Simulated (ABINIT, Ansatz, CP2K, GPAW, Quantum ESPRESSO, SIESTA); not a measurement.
# One structure in several programs: Be (P6_3/mmc, 4 atoms in the cell)

Self-consistent single point.

```xyz
4
Lattice="2.3215 0.0000 0.0000 -1.1608 2.0105 0.0000 0.0000 0.0000 7.4696" Properties=species:S:1:pos:R:3 pbc="T T T"
Be     0.0000     0.0000     0.0000
Be     0.0000     0.0000     3.7348
Be     0.0000     1.3403     1.8674
Be     1.1608     0.6702     5.6022
```

All programs got the same cell, k-point mesh and kind of occupations (in Ansatz's words: kpoints.mp_grid.grid = 16 16 5; scf.occupations.method = gaussian; scf.occupations.width = 0.02 Ry); potentials, basis and cutoffs are each program's usual ones.

```tsv
code	model	pressure (GPa)	k-points	cutoff
Quantum ESPRESSO	PBE, GBRV 1.5 ultrasoft (PBE) pseudopotentials	-10.44	90	40 Ry
Ansatz	PBE, PAW files	-10.35	90	default
ABINIT	PBE, norm-conserving pseudopotentials (PseudoDojo nc-sr-05 PBE standard)	-9.72	90	44 Ha
CP2K	PBE, GPW, DZVP-MOLOPT-SR-GTH basis, GTH-PBE potentials (GTH_POTENTIALS)	-10.45	642	grid 600 Ry
SIESTA	GGA PBE, numerical atomic orbitals DZP, PseudoDojo PBE standard norm-conserving potentials (rewritten from UPF to PSML)	-11.26	683	grid 400 Ry
GPAW	PBE, GPAW PAW datasets PBE (gpaw-data 1.0.1)	-9.16	90	850 eV
```

The spread over the programs that give each value: pressure within 2.10 GPa.

The starting cell was generated: these elements placed on a structure prototype, without a prior relaxation; it need not be a known phase or ordering of this composition. Its lattice was rescaled by a random factor within 2.5 % of one. On Ansatz's run: In the base run, with a pressure of about -10 GPa the cell is away from its equilibrium volume at this level.

Why do the programs differ, and what cannot be compared?

Differences of this kind can come from the potentials, where these differ, and from what each basis and cutoff leave unconverged. The valence holds different numbers of electrons (Quantum ESPRESSO 16, Ansatz (a program for electronic structure) 8, ABINIT 16, CP2K 16, SIESTA 16, GPAW 8). The zero of total energies and Fermi levels follows the potentials and each program's conventions, so they are not compared here. CP2K and SIESTA use small atom-centred bases, whose incompleteness enters pressures, forces and empty levels differently from a plane-wave cutoff. Ansatz's pressure is given at a fixed set of plane waves, as the other plane-wave codes print theirs; with its correction for the finite basis it is -10.32 GPa. Ansatz's smearing width was typed in Ry to four decimals, so it matches the others to a few per cent. The programs reduce the same mesh by symmetry to different extents, which changes the work and not the result. In the pressure, SIESTA (by 1.22) lies more than 1 GPa from the median of the plane-wave programs.

Left out of this page: Elk and FLEUR (not drawn, or without a comparable value).

Keys are those of Ansatz 0.2.
